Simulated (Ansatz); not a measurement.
Consider GaP in the zinc blende structure (space group F-43m, No. 216; a = 5.438 Å). Axes: x, y, z lie along the cube axes.

Method: PBEsol (Ansatz, a quantum-chemistry and plane-wave program, PAW, scalar-relativistic without spin-orbit coupling).

Now apply this change: a pure shear with ε_xy = ε_yx = -0.0116, atoms relaxed at fixed cell.

**Question.** Predict the stress tensor and what it implies for the stiffness.

**Answer.** Stress of the strained cell less that of the base (GPa, compression positive):
```
   0.03    1.56    0.00
   1.56    0.03    0.00
   0.00    0.00   -0.01
```

Then −Δσ/γ with γ = 2ε = -0.0232 gives relaxed-ion elastic constants: C66 ≈ 67 GPa.

Stability against distortions was not tested.
